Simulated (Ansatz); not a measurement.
**Point defects in InSb**

The reference is an 8-atom supercell of InSb in the zinc blende structure (space group F-43m, No. 216; a = 6.5191 Å) at its relaxed geometry.

One neutral defect a cell, atoms relaxed at fixed cell.

All numbers come from PBEsol, PAW, 420 eV (Ansatz, a first-principles code; scalar-relativistic without spin-orbit coupling).

| variant | largest displacement of a host atom from its site in the perfect cell | pressure |
|---|---|---|
| perfect supercell | – | 0.0 GPa |
| Sb interstitial (started 2.66 Å from the nearest host atom), symmetric start | 0.37 Å | 5.9 GPa |
| In vacancy | [?] | [?] |
| Li interstitial (started 2.66 Å from the nearest host atom) | 0.03 Å | 2.4 GPa |
| Al on a Sb site | 0.08 Å | -1.0 GPa |
| Sn on a In site | 0.04 Å | 1.5 GPa |

### Question
Some entries are withheld; estimate them.

### Answer

- In vacancy, largest displacement of a host atom from its site in the perfect cell: 0.87 Å
- In vacancy, pressure: -2.3 GPa

In so small a cell the defect repeats every few ångströms: this is an ordered compound, not a dilute defect. Defects with a symmetric start kept the site's symmetry and may sit on a saddle; the others started slightly shaken. The final runs are not spin-polarised.
